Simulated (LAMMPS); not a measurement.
MD of Al (fcc) at zero pressure, 4000 atoms, as a crystal; each row is its own run.

Level of theory: classical MD, pair style eam, file Al_jnp.eam, run in LAMMPS.

| T (K) | volume (Å³/atom) |
|---|---|
| 200 | 16.038 |
| 300 | 16.135 |
| 420 | 16.259 |
| 700 | 16.580 |
| 840 | 16.761 |
| 980 | 16.961 |
| 1120 | 17.188 |

Task: Fit a straight line, y = a + b x, to these rows (x is the first column, y the second) and predict the run at x = 560.

Result: Least squares gives a = 15.758 and b = 0.001232. At x = 560 the fit predicts 16.448 Å³/atom. The run itself gave 16.4136 ± 0.0006 Å³/atom, so the fit is 0.21 % high.

Caution (row 1120): this crystal lies over the melting point of about 1050 K that EAM-type Al_jnp.eam gives, so it is superheated.
